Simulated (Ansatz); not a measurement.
Functionals compared on a constructed model of the (0001) surface of wurtzite GaN, Ga-terminated, 2x2 Al adatom at H3 (bottom of the slab: 3 H on 4 bottom sites), in Ansatz (plane waves, PAW). The structure was relaxed with PBE; the other rows are single points on it. Cutoff 420 eV (500 eV for r2SCAN).

Set-up: 44 atoms, 13.9 Å thick at the start with caps and adatoms (thin: gaps and levels are the slab's own); mesh 4x4x1; 0.025 eV smearing; dipole correction on; 8 atoms held, the rest relaxed; held to the start's symmetry, so lower structures may exist; no spin, no spin-orbit, no U. In PBE it lies 0.07 eV a 1x1 cell over the lowest computed structure of the same composition (2x2 Al adatom at T4). These notes are the PBE run's.

```csv
functional,gap of the slab on its k-mesh (eV),highest filled level below the top vacuum level (eV),rough cost of the single point
PBE,0.41,4.18,–
r2SCAN,0.69,4.31,about 7 core-minutes (a rough figure)
```

Ansatz is a quantum-chemistry and plane-wave program.
